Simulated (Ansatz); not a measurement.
Base system: WC (space group P-6m2, No. 187; a = 2.9225 Å, c = 2.8462 Å; relaxed with 0.1 eV smearing). Axes: x lies along a and z along c of the hexagonal cell.

Structures relaxed with Kohn–Sham DFT with the PBE functional, run in Ansatz (a program for electronic structure) with PAW and 420 eV plane waves, no spin-orbit coupling.

Base:

Simulated powder pattern, Cu Kα, λ = 1.54184 Å (kinematic, ideal powder, no thermal factors, no anomalous dispersion; the 10 strongest lines at most, above 2 %, up to 2θ = 90°):

| 2θ (°) | I/Imax (%) | hkl |
|---|---|---|
| 31.43 | 42 | (001) |
| 35.47 | 100 | (100) |
| 48.11 | 96 | (101) |
| 63.68 | 22 | (110) |
| 65.60 | 6.7 | (002) |
| 72.75 | 25 | (111) |
| 75.06 | 12 | (200) |
| 76.85 | 23 | (102) |
| 83.63 | 20 | (201) |

Perturbation: the cell is stretched by 1.00 % along z with no lateral relaxation; the atoms relax in the strained cell.

After the change:

Simulated powder pattern, Cu Kα, λ = 1.54184 Å (kinematic, ideal powder, no thermal factors, no anomalous dispersion; the 10 strongest lines at most, above 2 %, up to 2θ = 90°):

```csv
2θ (°),I/Imax (%),hkl
31.11,44,(001)
35.47,100,(100)
47.89,98,(101)
63.68,22,(110)
64.87,6.9,(002)
72.57,26,(111)
75.06,12,(200)
76.17,24,(102)
83.46,20,(201)
```

The indices refer to the base's conventional cell; one index is shown for lines that coincide.

No phonon test of stability was made. All final runs are without spin polarisation.
